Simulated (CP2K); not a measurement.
Band structure of NiGe (Pnma, 8 atoms in the cell).

```
CELL_PARAMETERS angstrom
      5.31046     0.00000     0.00000
      0.00000     3.43850     0.00000
      0.00000     0.00000     5.74995
ATOMIC_POSITIONS crystal
  Ni 0.50554 0.25000 0.69073
  Ni 0.49446 0.75000 0.30927
  Ni 0.99446 0.75000 0.19073
  Ni 0.00554 0.25000 0.80927
  Ge 0.68966 0.25000 0.08698
  Ge 0.31034 0.75000 0.91302
  Ge 0.81034 0.75000 0.58698
  Ge 0.18966 0.25000 0.41302
```

Method of the run: PBE, GPW, DZVP-MOLOPT-SR-GTH basis, GTH-PBE potentials (GTH_POTENTIALS) (CP2K 2026.2).

Settings: CUTOFF = 600 Ry; REL_CUTOFF = 50 Ry; SMEAR/METHOD = GAUSSIAN; SIGMA = 0.05 eV; KPOINTS/SCHEME = MACDONALD 4 5 3 0.125 0 0; XC_FUNCTIONAL = PBE; Ni/BASIS_SET = DZVP-MOLOPT-SR-GTH-q18; Ni/POTENTIAL = GTH-PBE-q18; Ge/BASIS_SET = DZVP-MOLOPT-SR-GTH-q4; Ge/POTENTIAL = GTH-PBE-q4; METHOD = GPW; EPS_DEFAULT = 1e-10; EXTRAPOLATION = USE_GUESS; NGRIDS = 5.

The starting cell comes from a database of computed structures (which also holds hypothetical and non-ambient phases and stackings), without a prior relaxation at this level. Its lattice was rescaled by a random factor within 2.5 % of one. Spin polarisation is off. Values carry the incompleteness of an atom-centred basis.

Levels in eV from the Fermi level, bands 41 to 46:
```csv
point,41,42,43,44,45,46
Γ,-1.72,-1.08,-0.94,-0.83,0.75,0.84
X,-1.63,-1.63,-1.27,-1.27,-0.50,-0.50
S,-1.40,-1.40,-1.40,-1.40,0.34,0.34
Y,-1.60,-1.60,0.80,0.80,1.49,1.49
Z,-1.27,-1.27,-0.18,-0.18,1.12,1.12
U,-1.67,-1.67,-1.53,-1.53,0.41,0.41
R,-1.59,-1.59,-1.59,-1.59,2.53,2.53
T,-0.92,-0.92,0.74,0.74,2.59,2.59
```

Bands cross the Fermi level along this path, so the cell is metallic at this level.

Higher empty bands are left out: an atom-centred basis made for the valence describes them poorly.
